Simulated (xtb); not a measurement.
xtb 6.7.1, GFN1-xTB: Ta(Br)(SH)4 ([SH][Ta]([SH])([SH])([SH])[Br]), 10 atoms. The geometry is a generated start, not checked to be a minimum at this level.

| Quantity | Value |
|---|---|
| method | GFN1-xTB |
| --acc | 1 (default) |
| --etemp (K) | 300 (default) |
| detailed input (--input) | none: ANC optimiser, Lindh (1995) Hessian, microcycle=20, maxdispl=1.0, hlow=0.01 (default) |
| basis functions | 68 |
| valence electrons | 40 |

```xyz
10

Ta     0.2194    -0.2816    -0.3897
Br     1.3047    -2.3081    -1.3057
S      1.0462     1.9058     0.2606
H      1.0518     1.7991     1.5804
S      0.1150     0.6414    -2.6433
H     -0.4401     1.8259    -2.4476
S      0.6975    -0.9081     1.9495
H      0.4797    -2.2159     1.9030
S     -2.1860    -0.3105    -0.1110
H     -2.2881    -0.1480     1.2039
```

Charge 0 and multiplicity 1 are set for this test and not shown to be the ground state.

The structure is relaxed from this start with --opt LEVEL for the levels crude, sloppy, loose, lax, normal, tight, vtight, extreme, once each. Up to the end of the extreme run atoms move by at most 0.87 Å along an axis.

Problem. Which level is enough to come within 20 meV of the tightest end point?

Solution. sloppy: 26 cycles against 63, ending 16 meV above.

```csv
level,cycles,energy above the extreme run (meV),gradient norm (eV/Å)
crude,15,43,0.32
sloppy,26,16,0.21
loose,29,12,0.068
lax,32,11,0.11
normal,55,0.11,0.051
tight,61,under 0.01,0.0044
vtight,62,under 0.01,0.0045
extreme,63,—,0.0030
```
